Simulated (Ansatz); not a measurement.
ZnS (P3m1, No. 156, 28 atoms in the cell; start mp-556161; a measured phase of this formula has another space group) was calculated with LDA (Ansatz, a first-principles code, PAW).

Numerical settings: plane-wave cutoff 520 eV, 12×12×1 k mesh (along the axes of the cell as run), Fermi–Dirac smearing 0.01 eV, scalar-relativistic PAW data made under PBE.

Cell (relaxed at this level):

```cif
data_S14Zn14
_chemical_formula_sum 'Zn14 S14'
_space_group_name_H-M_alt 'P3m1'
_space_group_IT_number 156
_space_group_name_Hall 'P 3 -2"'
_cell_length_a 3.74289
_cell_length_b 3.74289
_cell_length_c 42.86278
_cell_angle_alpha 90.000
_cell_angle_beta 90.000
_cell_angle_gamma 120.000
loop_
_atom_site_label
_atom_site_type_symbol
_atom_site_symmetry_multiplicity
_atom_site_Wyckoff_symbol
_atom_site_fract_x
_atom_site_fract_y
_atom_site_fract_z
_atom_site_occupancy
Zn1 Zn 1 a 0.00000 0.00000 0.14286 1
Zn2 Zn 1 b 0.33333 0.66667 0.64286 1
Zn3 Zn 1 b 0.33333 0.66667 0.21423 1
Zn4 Zn 1 c 0.66667 0.33333 0.07153 1
Zn5 Zn 1 a 0.00000 0.00000 0.85718 1
Zn6 Zn 1 a 0.00000 0.00000 0.57153 1
Zn7 Zn 1 b 0.33333 0.66667 0.78584 1
Zn8 Zn 1 b 0.33333 0.66667 0.35721 1
Zn9 Zn 1 b 0.33333 0.66667 0.00001 1
Zn10 Zn 1 a 0.00000 0.00000 0.42854 1
Zn11 Zn 1 c 0.66667 0.33333 0.92854 1
Zn12 Zn 1 c 0.66667 0.33333 0.28569 1
Zn13 Zn 1 c 0.66667 0.33333 0.50001 1
Zn14 Zn 1 c 0.66667 0.33333 0.71432 1
S1 S 1 a 0.00000 0.00000 0.19636 1
S2 S 1 c 0.66667 0.33333 0.33930 1
S3 S 1 a 0.00000 0.00000 0.91068 1
S4 S 1 b 0.33333 0.66667 0.83932 1
S5 S 1 b 0.33333 0.66667 0.41068 1
S6 S 1 c 0.66667 0.33333 0.55362 1
S7 S 1 b 0.33333 0.66667 0.26772 1
S8 S 1 c 0.66667 0.33333 0.76794 1
S9 S 1 c 0.66667 0.33333 0.98204 1
S10 S 1 b 0.33333 0.66667 0.69635 1
S11 S 1 b 0.33333 0.66667 0.05362 1
S12 S 1 a 0.00000 0.00000 0.48203 1
S13 S 1 a 0.00000 0.00000 0.62500 1
S14 S 1 c 0.66667 0.33333 0.12500 1
```

Task: Predict the band gap.

Result: 
- band gap: 2.15 eV (direct)

The result took about 11 core-minutes (a rough figure).

A start named mp-… is a Materials Project structure, which need not be a measured phase.
